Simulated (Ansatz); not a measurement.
Consider MoSi2 (space group I4/mmm, No. 139; a = 3.2168 Å, c = 7.8746 Å; relaxed with 0.1 eV smearing). Axes: x, y, z lie along a, b, c of the conventional cell.

Level of theory: Ansatz (a quantum-chemistry and plane-wave program), PBE, PAW, cutoff 420 eV, without spin-orbit coupling.

Modification: every lattice vector is shortened by 1.50 %; the atoms relax in the strained cell.

Question: Predict the stress tensor and what it implies for the stiffness.

Answer: Stress of the strained cell less that of the base (GPa, compression positive):
```
    9.8     0.0     0.0
    0.0     9.8     0.0
    0.0     0.0    11.2
```

Then B = −ΔP/(ΔV/V₀) with ΔV/V₀ = -0.0443 gives secant stiffness values (nonlinear terms included at this strain): B (at held cell shape, above the free-shape value) ≈ 232 GPa.

As a check, the harmonic strain energy −½ V₀ Δσ:ε is 20 meV/atom; the computed energy rise is 19 meV/atom.

Whether these cells are dynamically stable was not tested. The final runs are not spin-polarised.
